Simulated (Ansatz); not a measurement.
Input and output of a self-consistent single point for TcNi3 (Fm-3m, 4 atoms in the cell) (Ansatz, a first-principles code).

Method of the run: PBE (plane waves, PAW; Ansatz).

```xyz
4
Lattice="0.0000 3.0334 3.0334 3.0334 0.0000 3.0334 3.0334 3.0334 0.0000" Properties=species:S:1:pos:R:3 pbc="T T T"
Tc     0.0000     0.0000     0.0000
Ni     3.0334     3.0334     3.0334
Ni     1.5167     1.5167     1.5167
Ni     4.5502     4.5502     4.5502
```
Moments meant for the start (each program seeds them in its own way; μB, in the order of the atoms Tc Ni Ni Ni): 0.0 2.0 2.0 2.0.

Reference input (self-consistent single point, DFT, PBE, plane waves, default PAW files): kpoints.mp_grid.grid = 8 8 8; hamiltonian.xc = pbe; hamiltonian.pseudopotentials = {kind: paw} (the program's default PAW files); magnetization.spin_polarized = true; scf.occupations.method = cold; scf.occupations.width = 0.272 eV. This run's input differs from it in these lines:

Ansatz 0.2 input:
```diff
@@ -11,3 +11,3 @@
 kpoints:
-  mp_grid: { grid: [8, 8, 8] }
+  mp_grid: { grid: [5, 5, 5] }
 hamiltonian:
```

Output, abridged:

```
SCF iter   1: F=—  HF=-22914.626388 eV  |F-HF|=—  |Δ(HF+E_count)|=         —  Δρ=1.37e-1 (↑1.37e-1 ↓9.38e-2)  dr2=1.14e0  dr2_m=6.74e0  M=2.599 μB ∫|m|=2.779 μB  β_m=0.30  ethr=1.65e-3  ⟨swp⟩=1.0  Hψ=3890  notcnv=0
Mixer restart at iter 1: flushing history
all-band conjugate gradients solve this SCF's bands
preconditioner: auto → Kerker (q_TF=auto, 2.826 Å⁻¹)
spin=Collinear: Kerker preconditioning applied to the charge; magnetization (m = ρ↑ − ρ↓) channel mixes plain (no charge-response kernel on spin).
   [... lines left out ...]
SCF iter  38: F=-22915.800942 eV  HF=-22915.800942 eV  |F-HF|=6.98e-8  |Δ(HF+E_count)|=   1.18e-8  S|Δr|=    0.00e0  Δρ=7.79e-6 (↑6.03e-6 ↓7.79e-6)  dr2=7.88e-8  dr2_m=1.74e-9  M=0.835 μB ∫|m|=1.131 μB  β_m=0.87  ethr=4.94e-11  ⟨swp⟩=3.5  Hψ=2375  notcnv=0
SCF iter  39: F=-22915.800942 eV  HF=-22915.800942 eV  |F-HF|=5.47e-9  |Δ(HF+E_count)|=   1.10e-9  S|Δr|=    0.00e0  Δρ=1.75e-6 (↑1.37e-6 ↓1.75e-6)  dr2=4.75e-9  dr2_m=1.25e-10  M=0.834 μB ∫|m|=1.131 μB  ethr=4.94e-11  ⟨swp⟩=3.1  Hψ=2381  notcnv=0
SCF 1 converged in 39 iterations: F = -22915.800942 eV  dr2 = 4.75e-9
   [... lines left out ...]
WARN: the starting moments were not kept: 1 of 3 ended reversed and 2 kept their direction, counting a site from 0.1 of the cell's largest site moment …
Absolute magnetization: 1.1307 μB (∫|ρ↑−ρ↓|, with the PAW one-centre terms)
Free energy (F): -22915.800942 eV
Fermi energy:    15.651485 eV
   [... lines left out ...]
  atom   1  Tc    -0.00000000     0.00000000     0.00000000
   [... zero for the other atoms too ...]
--- Stress (GPa, compression-positive) ---
      -25.832694       0.000000       0.000000
       -0.000000     -25.832694      -0.000000
       -0.000000      -0.000000     -25.832694
  P = ⅓ Tr σ = -25.8327 GPa (-258.327 kbar)
  The stress holds the Pulay correction. Without it, at fixed plane waves, as pw.x and ABINIT print it: P = -25.8696 GPa
```

The run converged in 39 iterations. Against the reference run the free energy goes up by 5.1 meV/atom, the pressure hardly changes (-25.93 to -25.83 GPa) and the size of the net moment goes from 0.11 to 0.21 μB/atom.

The starting cell was generated: these elements placed on a structure prototype, without a prior relaxation; it need not be a known phase or ordering of this composition. The moments shrank to a small part of their start, a low-spin state that need not be the lowest. The program warned that a starting moment was not kept. With a pressure of about -26 GPa the cell is away from its equilibrium volume at this level. Ansatz's pressure includes its estimate of the finite-basis (Pulay) stress.
